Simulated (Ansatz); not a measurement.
This Ansatz (an electronic-structure program) input is the reference run, HfO₂ (space group P4_2/nmc, No. 137), computed with Ansatz r2SCAN, without spin-orbit coupling:

Ansatz 0.2 input:
```yaml
crystal:
  lattice:
    - [3.5767782811, 0, 0]
    - [0, 3.5767782811, 0]
    - [0, 0, 5.2026352795]
  atoms:
    - { symbol: Hf, position: [0, 0, 0] }
    - { symbol: Hf, position: [0.5, 0.5, 0.5] }
    - { symbol: O, position: [0, 0.5, 0.1961601081] }
    - { symbol: O, position: [0, 0.5, 0.6961601081] }
    - { symbol: O, position: [0.5, 0, 0.3038398919] }
    - { symbol: O, position: [0.5, 0, 0.8038398919] }
basis: { ecutwfc: 500, ecutrho_ratio: 4, xc_grid: 4, fft_grid_basis: typed }
kpoints: { mp_grid: { grid: [9, 9, 7] } }
hamiltonian:
  xc: r2scan
  dispersion: none
  pseudopotentials: { kind: paw }
scf: { occupations: { method: fermi_dirac, width: 0.05 }, convergence: { dr2_threshold: 0.0000000006 } }
output: { forces: true, stress: true }
```

### Question
Write the input for this change: the cell is scaled by 0.9971 in all directions; the atoms relax in the strained cell.

### Answer
Ansatz 0.2 input:
```yaml
crystal:
  lattice:
    - [3.5664056241, 0, 0]
    - [0, 3.5664056241, 0]
    - [0, 0, 5.1875476372]
  atoms:
    - { symbol: Hf, position: [0, 0, 0] }
    - { symbol: Hf, position: [0.5, 0.5, 0.5] }
    - { symbol: O, position: [0, 0.5, 0.1961601081] }
    - { symbol: O, position: [0, 0.5, 0.6961601081] }
    - { symbol: O, position: [0.5, 0, 0.3038398919] }
    - { symbol: O, position: [0.5, 0, 0.8038398919] }
basis: { ecutwfc: 500, ecutrho_ratio: 4, xc_grid: 4, fft_grid_basis: typed }
kpoints: { mp_grid: { grid: [9, 9, 7] } }
hamiltonian:
  xc: r2scan
  dispersion: none
  pseudopotentials: { kind: paw }
scf: { occupations: { method: fermi_dirac, width: 0.05 }, convergence: { dr2_threshold: 0.0000000006 } }
relax: { f_tol: 0.005, max_steps: 50 }
output: { forces: true, stress: true }
checkpoint: { write: state.ck, write_every: 1000 }
```
This is the input that was run.

Whether these cells are dynamically stable was not tested. This is not the structure that HfO2 has at room temperature and ambient pressure.
